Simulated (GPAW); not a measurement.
# GPAW run on K₂BrCl (R-3m, 4 atoms in the cell): self-consistent single point

Level of theory: PBEsol, GPAW PAW datasets PBEsol (made by gpaw-setup) (plane waves; GPAW 25.7.0).

Input as run:

```python
from ase import Atoms
from ase.units import GPa
from gpaw import GPAW

atoms = Atoms(['K', 'K', 'Br', 'Cl'],
              cell=[[2.265583, 1.308035, 7.417155],
                    [-2.265583, 1.308035, 7.417155],
                    [0.000000, -2.616069, 7.417155]],
              scaled_positions=[[0.746186, 0.746186, 0.746186],
                                [0.253814, 0.253814, 0.253814],
                                [0.500000, 0.500000, 0.500000],
                                [0.000000, 0.000000, 0.000000]],
              pbc=True)

calc = GPAW(mode={'name': 'pw', 'ecut': 600},
            xc='PBEsol',
            kpts=(7, 7, 7),
            occupations={'name': 'fermi-dirac', 'width': 0.05},
            nbands=-4,
            convergence={'density': 1e-05, 'energy': 1e-05, 'bands': -2},
            symmetry={'symmorphic': False, 'tolerance': 0.0005},
            maxiter=100,
            txt='-')

atoms.calc = calc

energy = atoms.get_potential_energy()
print('Energy (eV):', round(energy, 6))
forces = atoms.get_forces()
print('Forces (eV/Ang):')
print(forces.round(5))
stress = atoms.get_stress()
print('Stress (GPa, Voigt):', (stress / GPa).round(4))
```

Output, abridged:

```
Input parameters:
  convergence: {bands: -2,
                density: 1e-05,
                energy: 1e-05}
  kpts: [7 7 7]
  maxiter: 100
  mode: {ecut: 600,
         name: pw}
  nbands: -4
  occupations: {name: fermi-dirac,
                width: 0.05}
  symmetry: {symmorphic: False,
             tolerance: 0.0005}
  xc: PBEsol

species:
  K:
    name: Potassium
    Z: 19.0
    valence: 9
    core: 10
    charge: 0.0
    file: K.PBEsol.gz

    # Using partial waves for K as LCAO basis

  Br:
    name: Bromine
    Z: 35.0
    valence: 7
    core: 28
    charge: 0.0
    file: Br.PBEsol.gz

    # Using partial waves for Br as LCAO basis

  Cl:
    name: Chlorine
    Z: 17.0
    valence: 7
    core: 10
    charge: 0.0
    file: Cl.PBEsol.gz

    # Using partial waves for Cl as LCAO basis

Reference energy: -116112.311871  # eV

Spin-paired calculation

Convergence criteria:
 Maximum [total energy] change in last 3 cyles: 1e-05 eV / valence electron
 Maximum integral of absolute [dens]ity change: 1e-05 electrons / valence electron
 Maximum integral of absolute [eigenst]ate change: 4e-08 eV^2 / valence electron
 Maximum number of scf [iter]ations: 100

Symmetries present (total): 12
Symmetries with fractional translations: 0
343 k-points: 7 x 7 x 7 Monkhorst-Pack grid
44 k-points in the irreducible part of the Brillouin zone
       k-points in crystal coordinates                weights
   0:     0.00000000    0.00000000    0.00000000          1/343
   1:     0.14285714    0.00000000   -0.14285714          6/343
   2:     0.14285714    0.00000000    0.00000000          6/343
   [... 7 lines left out ...]
          ...
  43:     0.42857143    0.42857143    0.42857143          2/343

Wave functions: Plane wave expansion
  Cutoff energy: 600.000 eV
  Number of coefficients (min, max): 4361, 4422
  Pulay-stress correction: 0.000000 eV/Ang^3 (de/decut=0.000000)

Occupation numbers: Fermi-Dirac:
  width: 0.0500  # eV

Eigensolver

Densities:
  Coarse grid: 45*45*45 grid
  Fine grid: 90*90*90 grid
  Total Charge: 0.000000

Density mixing:
  Method: separate
  Backend: pulay
  Linear mixing parameter: 0.05
  old densities: 5
  Damping of long wavelength oscillations: 50

Hamiltonian:
  XC and Coulomb potentials evaluated on a 90*90*90 grid
  External potential:
    NoExternalPotential

XC parameters: PBEsol with 2 nearest neighbor stencil

Number of atoms: 4
Number of atomic orbitals: 18
Number of bands in calculation: 20
Number of valence electrons: 32
Bands to converge: 18

Density initialized from atomic densities
  18 bands from LCAO basis set
  2 bands from random numbers

Atomic positions and initial magnetic moments

Positions:
   0 K     -0.000000    0.000001   16.603732    ( 0.0000,  0.0000,  0.0000)
   1 K     -0.000000    0.000000    5.647733    ( 0.0000,  0.0000,  0.0000)
   2 Br     0.000000    0.000001   11.125732    ( 0.0000,  0.0000,  0.0000)
   3 Cl     0.000000    0.000000    0.000000    ( 0.0000,  0.0000,  0.0000)

Unit cell:
           periodic     x           y           z      points  spacing
  1. axis:    yes    2.265583    1.308035    7.417155    45     0.0859
  2. axis:    yes   -2.265583    1.308035    7.417155    45     0.0859
  3. axis:    yes    0.000000   -2.616069    7.417155    45     0.0859

  Lengths:   7.864986   7.864986   7.864986
  Angles:   33.483613  33.483613  33.483618

Effective grid spacing dv^(1/3) = 0.1131

     iter     time        total  log10-change:
                         energy   eigst   dens
iter:   1 --:--:--   -14.070502   +0.19
iter:   2 --:--:--   -14.032470   -0.35  -1.34
iter:   3 --:--:--   -13.834711   -0.74  -1.38
iter:   4 --:--:--   -13.797508   -0.96  -1.52
iter:   5 --:--:--   -13.804369   -1.21  -1.67
iter:   6 --:--:--   -13.804604   -1.24  -2.41
iter:   7 --:--:--   -13.805144   -1.08  -2.52
iter:   8 --:--:--   -13.804012   -1.07  -2.47
iter:   9 --:--:--   -13.803829   -1.51  -2.93
iter:  10 --:--:--   -13.803834c  -1.87  -3.10
iter:  11 --:--:--   -13.804300   -2.11  -3.13
iter:  12 --:--:--   -13.803873   -2.49  -2.93
iter:  13 --:--:--   -13.803891   -2.81  -3.21
iter:  14 --:--:--   -13.803910c  -3.17  -3.26
iter:  15 --:--:--   -13.803925c  -3.44  -3.27
iter:  16 --:--:--   -13.803955c  -3.84  -3.44
iter:  17 --:--:--   -13.803951c  -4.27  -3.49
iter:  18 --:--:--   -13.803952c  -4.60  -3.73
iter:  19 --:--:--   -13.803951c  -4.90  -3.77
   [... 2 lines left out ...]
iter:  22 --:--:--   -13.803947c  -5.93  -4.11
iter:  23 --:--:--   -13.803947c  -6.19  -4.17
iter:  24 --:--:--   -13.803947c  -6.61  -4.29
iter:  25 --:--:--   -13.803947c  -6.92  -4.37
iter:  26 --:--:--   -13.803947c  -7.32  -4.53
iter:  27 --:--:--   -13.803947c  -7.45c -4.59
iter:  28 --:--:--   -13.803947c  -7.89c -4.83
iter:  29 --:--:--   -13.803947c  -8.36c -4.94
iter:  30 --:--:--   -13.803947c  -8.47c -4.96
iter:  31 --:--:--   -13.803947c  -8.85c -5.06c

Converged after 31 iterations.

Dipole moment: (0.000000, -0.000000, -0.000000) |e|*Ang

Energy contributions relative to reference atoms: (reference = -116112.311871)

Kinetic:         +6.715612
Potential:       -5.651852
External:        +0.000000
XC:             -13.511375
Entropy (-ST):   -0.000000
Local:           -1.356332
SIC:             +0.000000
--------------------------
Free energy:    -13.803947
Extrapolated:   -13.803947

Showing only first 2 kpts
 Kpt  Band  Eigenvalues  Occupancy
  0    14     -0.06274    2.00000
  0    15     -0.06274    2.00000
  0    16      4.43478    0.00000
  0    17      6.66927    0.00000

  1    14     -0.38349    2.00000
  1    15     -0.20616    2.00000
  1    16      5.58387    0.00000
  1    17      7.14039    0.00000

Fermi level: 1.73812

Gap: 4.498 eV
Transition (v -> c):
  (s=0, k=0, n=15, [0.00, 0.00, 0.00]) -> (s=0, k=0, n=16, [0.00, 0.00, 0.00])
No difference between direct/indirect transitions
Energy (eV): -13.803947

Forces in eV/Ang:
  0 K     0.00000   -0.00000   -0.00983
  1 K     0.00000    0.00000    0.00983
  2 Br   -0.00000    0.00000    0.00000
  3 Cl    0.00000   -0.00000   -0.00000

Stress tensor:
     0.001112     0.000000    -0.000000
     0.000000     0.001112    -0.000000
    -0.000000    -0.000000     0.001065
Stress (GPa, Voigt): [ 0.1782  0.1782  0.1706 -0.     -0.      0.    ]
```

The run converged in 31 iterations. GPAW prints stress with tension positive.

The starting cell comes from a database of computed structures (which also holds hypothetical and non-ambient phases and stackings), without a prior relaxation at this level. Its lattice was rescaled by a random factor within 2.5 % of one.

Cost on one core of a shared machine: roughly 9 min.
